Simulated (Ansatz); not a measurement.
A short convergence ladder for InSe (P3m1, 8 atoms in the cell)

```yaml
crystal:
  lattice:
    - [4.06757, 0.00000, 0.00000]
    - [-2.03378, 3.52262, 0.00000]
    - [0.00000, 0.00000, 18.14232]
  atoms:
    - { symbol: In, position: [0.00000, 0.00000, 0.58015] }
    - { symbol: In, position: [0.00000, 0.00000, 0.42261] }
    - { symbol: In, position: [0.33333, 0.66667, 0.92261] }
    - { symbol: In, position: [0.33333, 0.66667, 0.07739] }
    - { symbol: Se, position: [0.66667, 0.33333, 0.85300] }
    - { symbol: Se, position: [0.66667, 0.33333, 0.14700] }
    - { symbol: Se, position: [0.33333, 0.66667, 0.64702] }
    - { symbol: Se, position: [0.33333, 0.66667, 0.35298] }
```

Base method: LDA (PW92), default PAW files made with PBE (plane waves; Ansatz, a first-principles code).

Base settings: basis.ecutwfc = 30.9 Ry; kpoints.mp_grid.grid = 6 6 1; hamiltonian.xc = lda; hamiltonian.pseudopotentials = {kind: paw} (the program's default PAW files); scf.occupations.method = fixed.

**The width of Fermi-Dirac smearing**

In this ladder: scf.occupations.method = fermi_dirac.

The mesh stays at the base's, so the ladder's end is converged at best in this setting alone.

Only quantities that move along the ladder and can be compared are tabulated.

```csv
scf.occupations.width,free energy less the last step's (meV/atom),pressure (GPa),largest difference of a force vector from the last step's (eV/Å)
0.0735 Ry,-477.29,1.13,0.617
0.0367 Ry,-51.06,-2.01,0.138
0.0147 Ry,-2.00,-2.67,0.032
0.0073 Ry,-0.26,-2.71,0.010
0.0015 Ry,0.00,-2.72,0.000
```

Widest scf.occupations.width that holds the free energy within 1 meV/atom of the last step, with all finer ones: 0.0073 Ry; the step before is off by 2.0 meV/atom.

Widest scf.occupations.width that holds the forces within 0.02 eV/Å of the last step, with all finer ones: 0.0073 Ry; the step before is off by 0.032 eV/Å.

Widest scf.occupations.width that holds the pressure within 1 GPa of the last step, with all finer ones: 0.0367 Ry; the step before is off by 3.8 GPa.

On the base run: the starting cell comes from a database of computed structures (which also holds hypothetical and non-ambient phases and stackings), without a prior relaxation at this level. Its lattice was rescaled by up to half a per cent. One atom was moved a little off its site on purpose. Ansatz's pressure includes its estimate of the finite-basis (Pulay) stress.

Keys are those of Ansatz 0.2.
